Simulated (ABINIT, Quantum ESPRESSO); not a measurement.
A Quantum ESPRESSO input for a self-consistent single point of InSe (R3m, 4 atoms in the cell) (DFT, LDA (PZ), plane waves, GBRV 1.5 ultrasoft (LDA) pseudopotentials):

```fortran
&CONTROL
   calculation = 'scf'
   prefix = 'scf'
   outdir = './out'
   pseudo_dir = './'
   tprnfor = .true.
   tstress = .true.
/
&SYSTEM
   ibrav = 5
   celldm(1) = 16.85623372
   celldm(4) = 0.8970926005
   nat = 4
   ntyp = 2
   ecutwfc = 40
   ecutrho = 200
   occupations = 'fixed'
   nbnd = 21
/
&ELECTRONS
   conv_thr = 1e-10
   mixing_beta = 0.3
/
ATOMIC_SPECIES
In   114.8180  in_lda_v1.4.uspp.F.UPF
Se    78.9710  se_lda_v1.uspp.F.UPF
ATOMIC_POSITIONS {angstrom}
In    0.00000000    0.00000000    2.84985154
In    0.00000000    0.00000000    0.04726079
Se    0.00000000    0.00000000   16.00444084
Se    0.00000000    0.00000000   21.32693566
K_POINTS {automatic}
6 6 6  0 0 0
```

**Question.** Write the same calculation as an input for ABINIT.

**Answer.** One input that does it (others would too):

```
# InSe, JTH v2.0 LDA PAW
pp_dirpath "./"
pseudos "In.LDA_PW-JTH.xml, Se.LDA_PW-JTH.xml"
acell 3*1.0 Angstrom
rprim
         2.0233451902    1.1681788902    8.6085230000
        -2.0233451902    1.1681788902    8.6085230000
        -0.0000000000   -2.3363577804    8.6085230000
natom 4
ntypat 2
znucl 49 34
typat 1 1 2 2
xcart
        -0.0000000000    0.0000000000    2.8498515392
        -0.0000000000    0.0000000000    0.0472607913
        -0.0000000000    0.0000000000   16.0044408417
        -0.0000000000    0.0000000000   21.3269356592
      Angstrom
ecut 544 eV
pawecutdg 1088 eV
pawxcdev 0
occopt 1
nband 22
kptopt 1
ngkpt 6 6 6
nshiftk 1
shiftk 0 0 0
nstep 50
toldfe 1.0e-09
diemac 4
prtwf 0
prtden 0
prtvol 1
enunit 2
```

Basis, cutoffs, solver keys and any potentials are the target program's own. This input uses DFT, LDA (PW92), plane waves, PAW (JTH v2.0 LDA PAW). LDA parametrisations can differ slightly between programs.

The starting cell comes from a database of computed structures (which also holds hypothetical and non-ambient phases and stackings), without a prior relaxation at this level.
